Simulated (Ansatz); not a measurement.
Take Be in the hcp (Mg type) structure (space group P6_3/mmc, No. 194; a = 2.255 Å, c = 3.558 Å; relaxed with 0.1 eV smearing) as the base.

Level of theory: DFT with PBEsol, PAW potentials and a 420 eV plane-wave cutoff in Ansatz (an electronic-structure program), no spin-orbit coupling.

Base values:

```
Quantity    Value
--------  -------
Pressure  0.0 GPa
Band gap     zero
```

The change: the cell is scaled by 1.0100 in all directions, atoms relaxed at fixed cell.

Task: What happens to the pressure?

Result: The pressure (mean of the normal stresses, compression positive) goes from zero to -3.5 GPa.

Task: Predict the new band gap.

Result: The band gap is still zero.

The cells carry an imposed strain or load. Whether these cells are dynamically stable was not tested.
